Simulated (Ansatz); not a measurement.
Abridged Ansatz (a quantum-chemistry and plane-wave program) output:

```
Pseudopotential: Ga, paw, valence charge 13
Pseudopotential: Se, paw, valence charge 16
Crystal: 5 atoms, lattice volume = 122.106 Å³
Basis set: ecut = 420 eV, 2393 PW (Γ), exchange–correlation on 90×90×90 points (8 copies of the dense FFT grid, shifted against one another)
Bands: 42, of which v1, the nominal top of the filled ones, is band 37 counted from 1 (36 counted from 0)
Symmetry: 4 space group operations
k-points: 171 of 1000 (time reversal used)
Functional: x = pbesol(κ = 0.804, μ = 0.12345679012345678), c = pbesol(β = 0.046)
SCF iter   1: F=—  HF=-23761.783208 eV  |F-HF|=—  |Δ(HF+E_count)|=         —  Δρ=2.83e-3  dr2=1.25e-2  ethr=1.77e-3  ⟨swp⟩=6.0  Hψ=27526  notcnv=0
SCF iter   2: F=—  HF=-23761.779309 eV  |F-HF|=—  |Δ(HF+E_count)|=   3.90e-3  Δρ=1.18e-3  dr2=2.29e-3  ethr=1.69e-5  ⟨swp⟩=2.0  Hψ=12518  notcnv=0  defer=12
SCF 1 converged in 9 iterations: F = -23761.779239 eV  dr2 = 3.77e-10
SCF converged after 9 iterations
Free energy (F): -23761.779239 eV
Internal energy: -23761.779214 eV  (E = F + TS)
E sigma→0 (E₀):  -23761.779227 eV
Entropy (-TS):   -0.000025 eV (-0.005 meV/atom)
Fermi energy:    7.801489 eV
--- Forces (eV/Å), atoms counted from 1 ---
  atom   1  Ga     0.00000000     0.00018098     0.00059214
  atom   2  Ga     0.00000000    -0.00018098     0.00059214
  atom   3  Se     0.00000000     0.00024277    -0.00042375
  atom   4  Se     0.00000000    -0.00024277    -0.00042375
  atom   5  Se     0.00000000     0.00000000    -0.00033894
--- Stress (GPa, compression-positive) ---
        0.002270       0.000000       0.000000
        0.000000      -0.002640       0.000000
        0.000000       0.000000       0.000384
  P = ⅓ Tr σ = 0.0000 GPa (0.000 kbar)
```

### Question
What was computed, and what are the main results?

### Answer
Ga2Se3, 5 atoms in the cell, with PBEsol in Ansatz (plane waves to 420 eV, PAW, scalar-relativistic without spin-orbit coupling). The last SCF converged to F = -23761.779239 eV, or -4752.3558 eV per atom, at a pressure of 0.00 GPa. The total energy compares only with runs of the same code, potentials and settings.

Stability against distortions was not tested. The cell is Ga$_{2}$Se$_{3}$ (space group Imm2, No. 44; a cell from a computed database, its experimental status unchecked).
